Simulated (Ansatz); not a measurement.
TiSi2: pressure series

Take TiSi2 (space group Cmcm, No. 63; a = 3.515 Å, b = 13.348 Å, c = 3.557 Å) as the base.

Cell and atoms are relaxed at each pressure.

The values are results of DFT with PBEsol, PAW potentials and a 420 eV plane-wave cutoff in Ansatz (an electronic-structure program), without spin-orbit coupling, not measurements.

```
P (GPa)  V (Å³/atom)
-------  -----------
-2.00         14.119
-1.00         14.011
0.30          13.877
0.70          13.837
1.50          13.760
3.00          13.620
4.99          13.444
7.49          13.241
9.99          13.052
```

**Question.** Fit a third-order Birch–Murnaghan equation of state.

**Answer.** Least squares on P(V) = (3B₀/2)[(V₀/V)^(7/3) − (V₀/V)^(5/3)]·[1 + (3/4)(B₀′ − 4)((V₀/V)^(2/3) − 1)] gives V₀ = 13.91 Å³/atom, B₀ = 137 GPa and B₀′ = 4.4.

Load acts through the strain it causes; cell and atoms are relaxed under it. Stability against distortions was not tested. Competing high-pressure phases were not computed. All final runs are without spin polarisation.
